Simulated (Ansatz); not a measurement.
How the c axis length of CoPtO₂ (model structure, started from the delafossite type, R-3m, No. 166, 4 atoms in the cell) moves with the method

No measured value is used here.

```csv
level (code),value (Å)
PBE (Ansatz),17.907
PBEsol (Ansatz),17.721
PBE-D3(BJ) (Ansatz),17.846
```

Density-functional levels without +SOC have no spin–orbit coupling. PBE, PBEsol, PBE-D3(BJ): the starting moments vanished in the run, and other orders were not tried. PBE-D3(BJ): a distance lies near a switch of the dispersion term, which can move the cell. Ansatz's density-functional and Hartree–Fock values are scalar-relativistic unless marked +SOC, with PAW data made under PBE.

A model structure was made by putting elements into a prototype or built by hand; it is no filed structure, need not be a known phase, and can be a saddle point held by its symmetry.

Ansatz is a quantum-chemistry and plane-wave program.
